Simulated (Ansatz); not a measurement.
The parent structure is MgO in the rock salt structure (space group Fm-3m, No. 225; a = 4.214 Å).

Levels (all Ansatz, a first-principles code, PAW): PBEsol (420 eV, without spin-orbit coupling); r2SCAN (500 eV, no spin-orbit coupling); HSE06 (420 eV, scalar-relativistic without spin-orbit coupling).

At the geometry relaxed with PBEsol, these levels gave the following band gaps, in shuffled order: (a) 6.47 eV, (b) 4.62 eV, (c) 5.61 eV.

### Question
Match each gap to its level.

### Answer
(a) HSE06; (b) PBEsol; (c) r2SCAN.

Single points use the geometry relaxed with PBEsol. Stability against distortions was not tested. The base started in P3_121 and relaxed to Fm-3m at this level.
